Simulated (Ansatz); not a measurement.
An Ansatz (a program for electronic structure) input (PBEsol/PAW in Ansatz, no spin-orbit coupling, earlier PAW set):

Ansatz 0.2 input:
```yaml
crystal:
  lattice:
    - [4.0108333306, 0, 0]
    - [2.0054166653, 3.4734835547, 0]
    - [2.0054166653, -1.1578278516, 3.1000203069]
  atoms:
    - { symbol: P, position: [0.5, 0.25, 0.75] }
    - { symbol: Al, position: [0, 0, 0] }
basis: { ecutwfc: 420, ecutrho_ratio: 4, xc_grid: 2, fft_grid_basis: typed }
kpoints: { mp_grid: { grid: [10, 10, 10] } }
hamiltonian:
  xc: pbesol
  dispersion: none
  pseudopotentials: { azcp: { folder: ./paw }, kind: paw }
scf: { occupations: { method: fermi_dirac, width: 0.05 } }
relax: { f_tol: 0.005, max_steps: 50, cell: { stress_tol: 0.01, fix: [a, b, gamma] } }
output: { forces: true, stress: true }
checkpoint: { write: state.ck, write_every: 1000 }
```

Question: Which symmetry and how many k-points will the program report, and about how many plane waves at Γ?

Answer: Space group R3m (ITA 160) with 6 operations, k-points 116 of 1000, and 857 plane waves at Γ.

Question: And the final pressure?

Answer: -4.12 GPa (compression positive).

The cells carry an imposed strain or load. Whether these cells are dynamically stable was not tested. The cell was made from AlP in the zinc blende structure (space group F-43m, No. 216) by this change: biaxial strain +3.69 %, plane normal [111], relaxed out of plane.
